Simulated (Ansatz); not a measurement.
# Short convergence ladders for KMgH₃ (Pm-3m, 5 atoms in the cell)

```
CELL_PARAMETERS angstrom
      3.96816     0.00000     0.00000
      0.00000     3.96816     0.00000
      0.00000     0.00000     3.96816
ATOMIC_POSITIONS crystal
  K  0.00000 0.00000 0.00000
  Mg 0.50000 0.50000 0.50000
  H  0.50000 0.00000 0.50000
  H  0.00000 0.50000 0.50000
  H  0.50000 0.50000 0.00000
```

Base method: LDA (PW92), default PAW files made with PBE (plane waves; Ansatz, a first-principles code).

Base settings: basis.ecutwfc = 420 eV; kpoints.mp_grid.grid = 6 6 6; hamiltonian.xc = lda; hamiltonian.pseudopotentials = {kind: paw} (the program's default PAW files); scf.occupations.method = fixed.

Core times come from one kind of shared machine, to one figure; runs under 30 s give none.

**The force threshold of a relaxation**

On KMgH3 (P4mm, 5 atoms in the cell): one atom moved by 0.15 angstrom.

In this ladder: relax = atoms.

The mesh stays at the base's, so the ladder's end is converged at best in this setting alone.

Only quantities that move along the ladder and can be compared are tabulated.

| relax.f_tol | free energy less the last step's (meV/atom) | largest force left (eV/Å) | relaxation steps |
|---|---|---|---|
| 0.2 eV/Å | 0.17 | 0.0592 | 3 |
| 0.1 eV/Å | 0.17 | 0.0593 | 3 |
| 0.05 eV/Å | 0.00 | 0.0020 | 4 |
| 0.03 eV/Å | 0.00 | 0.0020 | 4 |
| 0.02 eV/Å | 0.00 | 0.0020 | 4 |
| 0.01 eV/Å | 0.00 | 0.0020 | 5 |
| 0.005 eV/Å | 0.00 | 0.0020 | 5 |
| 0.002 eV/Å | 0.00 | 0.0001 | 6 |
| 0.001 eV/Å | 0.00 | 0.0001 | 6 |

Coarsest relax.f_tol that holds the largest force left within 0.01 eV/Å of the last step, with all finer ones: 0.05 eV/Å; the step before is off by 0.059 eV/Å.

Coarsest relax.f_tol that holds the free energy within 0.05 meV/atom of the last step, with all finer ones: 0.05 eV/Å; the step before is off by 0.17 meV/atom.

**The q mesh of the phonons**

In this ladder: phonons.method = dfpt; phonons.dielectric = true; phonons.rigid_motions = translations.

Only quantities that move along the ladder and can be compared are tabulated.

Thermal sums run over frequencies interpolated from this q mesh.

```tsv
phonons.qmesh	zero-point energy (meV/atom)	vibrational free energy at 300 K (meV/atom)	core time / last (rough)
1 1 1	105.54	83.28	0.3
2 2 2	106.04	84.86	0.7
3 3 3	106.04	84.75	1
```

Coarsest phonons.qmesh that holds the vibrational free energy at 300 K within 1 meV/atom of the last step, with all finer ones: 2 2 2; the step before is off by 1.5 meV/atom.

Coarsest phonons.qmesh that holds the zero-point energy within 0.2 meV/atom of the last step, with all finer ones: 2 2 2; the step before is off by 0.50 meV/atom.

On the base run: the starting cell comes from a database of computed structures (which also holds hypothetical and non-ambient phases and stackings), without a prior relaxation at this level. Its lattice was rescaled by up to half a per cent.

Keys are those of Ansatz 0.2.
